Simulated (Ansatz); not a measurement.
Quick settings and what they miss: LaSb2Pd (P4/nmm, 8 atoms in the cell)

Self-consistent single point.

```yaml
crystal:
  lattice:
    - [4.62255, 0.00000, 0.00000]
    - [0.00000, 4.62255, 0.00000]
    - [0.00000, 0.00000, 10.33772]
  atoms:
    - { symbol: La, position: [0.00000, 0.50000, 0.74957] }
    - { symbol: La, position: [0.50000, 0.00000, 0.25043] }
    - { symbol: Sb, position: [0.50000, 0.50000, 0.00000] }
    - { symbol: Sb, position: [0.00000, 0.00000, 0.00000] }
    - { symbol: Sb, position: [0.00000, 0.50000, 0.35766] }
    - { symbol: Sb, position: [0.50000, 0.00000, 0.64234] }
    - { symbol: Pd, position: [0.50000, 0.50000, 0.50000] }
    - { symbol: Pd, position: [0.00000, 0.00000, 0.50000] }
```

Method of the run: PBEsol, default PAW files made with PBE (plane waves; Ansatz, a first-principles code).

Base settings: basis.ecutwfc = 420 eV; kpoints.mp_grid.grid = 5 5 3; hamiltonian.xc = pbesol; hamiltonian.pseudopotentials = {kind: paw} (the program's default PAW files); scf.occupations.method = cold; scf.occupations.width = 0.1 eV.

Tight run (finer mesh or higher cutoff; not a proven limit): basis.ecutwfc: 420 eV → 590 eV; kpoints.mp_grid.grid: 5 5 3 → 7 7 5; scf.convergence.dr2_threshold: default (1e-07 eV) → 1e-09 eV. It gave Fermi level (on the code's own zero) 11.46 eV; pressure -6.71 GPa; largest force (vector length) 0.401 eV/Å.

Quick runs, as changes from the base:
- A: the base itself
- B: basis.ecutwfc: 420 eV → 250 eV; kpoints.mp_grid.grid: 5 5 3 → 6 6 6; scf.occupations.method: cold → methfessel_paxton; scf.occupations.width: 0.1 eV → 0.272 eV
- C: basis.ecutwfc: 420 eV → 210 eV; kpoints.mp_grid.grid: 5 5 3 → 4 4 4; scf.occupations.method: cold → fermi_dirac; scf.occupations.width: 0.1 eV → 0.2 eV
- D: basis.ecutwfc: 420 eV → 295 eV; kpoints.mp_grid.grid: 5 5 3 → 4 4 4; scf.occupations.method: cold → fermi_dirac; scf.occupations.width: 0.1 eV → 0.5 eV
- E: basis.ecutwfc: 420 eV → 250 eV; kpoints.mp_grid.grid: 5 5 3 → 1 1 1; scf.occupations.method: cold → gaussian; scf.occupations.width: 0.1 eV → 0.272 eV

Energies are extrapolated to zero smearing width, which holds to low order in the width alone.

The count of work is k-points × plane waves × bands × iterations; it is no time. 

Pressures in the table are Ansatz's without its Pulay estimate, at a fixed set of plane waves; the tight run's value above holds the estimate.

The starting cell comes from a database of computed structures (which also holds hypothetical and non-ambient phases and stackings), without a prior relaxation at this level. Its lattice was rescaled by a random factor within 2.5 % of one. Spin polarisation is off. In the base run, with a pressure of about -7 GPa the cell is away from its equilibrium volume at this level.

```tsv
run	energy less tight (meV/atom)	pressure less tight (GPa)	largest miss in a force vector (eV/Å)	count of work / tight
A	12.7	-0.06	0.030	0.18
B	1104.9	-44.88	0.290	0.27
C	5586.0	-179.85	0.487	0.10
D	153.8	-6.08	0.364	0.19
E	2014.4	-45.60	0.888	0.0068
```

Among the runs at the tight run's level, the energy misses run from 12.7 to 5586.0 meV/atom.

Left out of this page: 1 run of the series outside the window shown, repeating another row's setting, or not comparable.

Keys are those of Ansatz 0.2.
